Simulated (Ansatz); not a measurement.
Base system: CdS in the zinc blende structure (space group F-43m, No. 216).

```
CdS
1.0
    0.00000     2.93953     2.93953
    2.93953     0.00000     2.93953
    2.93953     2.93953     0.00000
S Cd
1 1
Cartesian
  4.40930   4.40930   4.40930
  0.00000   0.00000   0.00000
```

Cartesian axes are those of the cell as printed.

Method: r2SCAN in Ansatz (plane waves to 500 eV, PAW, no spin-orbit coupling), earlier PAW set.

For the base:

- Band gap: 1.54 eV

Now apply this change: a free-standing slab of 1 layer (2 atoms, 2 a layer) is cut normal to [110], with 15 Å of vacuum and the in-plane cell held at bulk.

Task: Estimate the effect on the gap character.

Result: The gap character amounts to indirect, U → Γ.

Task: How does this affect the band gap?

Result: The band gap grows by 0.87 eV to 2.41 eV.

Stability against distortions was not tested. Labels are those of the standard path for the cell's own space group.

Ansatz is an electronic-structure program.
